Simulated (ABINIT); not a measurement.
Input and output of a relaxation of the atoms for BePd (P4mm, 2 atoms in the cell) (ABINIT).

Method of the run: LDA (PW92), PAW (JTH v2.0 LDA PAW) (plane waves; ABINIT).

The input file:

```
# BePd, JTH v2.0 LDA PAW
pp_dirpath "./"
pseudos "Be.LDA_PW-JTH.xml, Pd.LDA_PW-JTH.xml"
acell 3*1.0
rprim
         5.2972897212    0.0000000000    0.0000000000
         0.0000000000    5.2972897212    0.0000000000
         0.0000000000    0.0000000000    5.2972897212
natom 2
ntypat 2
znucl 4 46
typat 1 2
xred
         0.0000000000    0.0000000000    0.0535100000
         0.5000000000    0.5000000000    0.5000000000
ecut 24
pawecutdg 48
pawxcdev 0
occopt 3
tsmear 0.1 eV
nband 16
kptopt 1
ngkpt 7 7 7
nshiftk 1
shiftk 0 0 0
nstep 80
tolvrs 1.0e-11
ionmov 2
ntime 40
tolmxf 0.000972
prtwf 0
prtden 0
enunit 1
```

Output, abridged:

```
--- !BeginCycle
solver: {iscf: 17, nstep: 80, nline: 4, wfoptalg: 10, }
tolerances: {tolvrs: 1.00E-11, }
...

     iter   Etot(hartree)      deltaE(h)  residm     nres2
 ETOT  1  -137.87054921918    -1.379E+02 6.975E+01 1.019E+02
 ETOT  2  -143.97486927477    -6.104E+00 7.222E-02 8.631E+01
 ETOT  3  -143.72957519805     2.453E-01 9.076E-02 1.215E+01
 ETOT  4  -143.74538634680    -1.581E-02 4.682E-02 8.499E+00
 ETOT  5  -143.74090899135     4.477E-03 4.629E-02 6.715E+00
   [... 18 lines left out ...]
 ETOT 24  -143.72592164869    -9.123E-12 4.164E-05 3.729E-10
 ETOT 25  -143.72592164869    -8.527E-14 4.085E-05 3.220E-11
 ETOT 26  -143.72592164869    -5.116E-13 3.034E-05 1.049E-11
 ETOT 27  -143.72592164869     1.705E-13 2.964E-05 3.198E-12
 At SCF step   27       nres2   =  3.20E-12 < tolvrs=  1.00E-11 =>converged.

 Cartesian components of stress tensor (hartree/bohr^3)
  sigma(1 1)=  1.56149568E-04  sigma(3 2)=  0.00000000E+00
  sigma(2 2)=  1.56149568E-04  sigma(3 1)=  0.00000000E+00
  sigma(3 3)=  2.06917538E-04  sigma(2 1)=  0.00000000E+00

 ----iterations are completed or convergence reached----

 reduced coordinates (array xred) for    2 atoms
       0.000000000000      0.000000000000      0.025973574000
       0.500000000000      0.500000000000      0.527536426000
 cartesian forces (eV/Angstrom) at end:
    1     -0.00000000000000    -0.00000000000000     0.01895612830707
    2     -0.00000000000000    -0.00000000000000    -0.01895612830707
 frms,max,avg= 1.0944326E-02 1.8956128E-02   0.000E+00  0.000E+00  1.605E-03 e/A
   [... lines left out ...]
 Fermi (or HOMO) energy (eV) =  11.46378   Average Vxc (eV)= -12.25982
total_energy        : -1.43727548407573E+02
   [... lines left out ...]
...

     1        0.000000000000      0.000000000000     -0.027536426000
     2        0.000000000000      0.000000000000      0.027536426000

-Cartesian components of stress tensor (GPa)         [Pressure= -6.3792E+00 GPa]
- sigma(1 1)=  6.37887407E+00  sigma(3 2)=  0.00000000E+00
- sigma(2 2)=  6.37887407E+00  sigma(3 1)=  0.00000000E+00
- sigma(3 3)=  6.37979448E+00  sigma(2 1)=  0.00000000E+00

 Calculation completed.
```

The run converged. 

Summary of the result:
* **Free energy E − TS**: -3911.03 eV
* **Fermi level (on the code's own zero)**: 11.46 eV
* **Pressure**: -6.38 GPa
* **Largest force (vector length)**: 0.019 eV/Å
* **Relaxation steps**: 3

The starting cell comes from a database of computed structures (which also holds hypothetical and non-ambient phases and stackings), without a prior relaxation at this level. Its lattice was rescaled by up to half a per cent. For this run, on top of that: one atom moved by 0.15 angstrom. Spin polarisation is off. The relaxation keeps the symmetry of its start, so its end need not be a minimum.

Cost on one core of a shared machine: roughly 2 min.
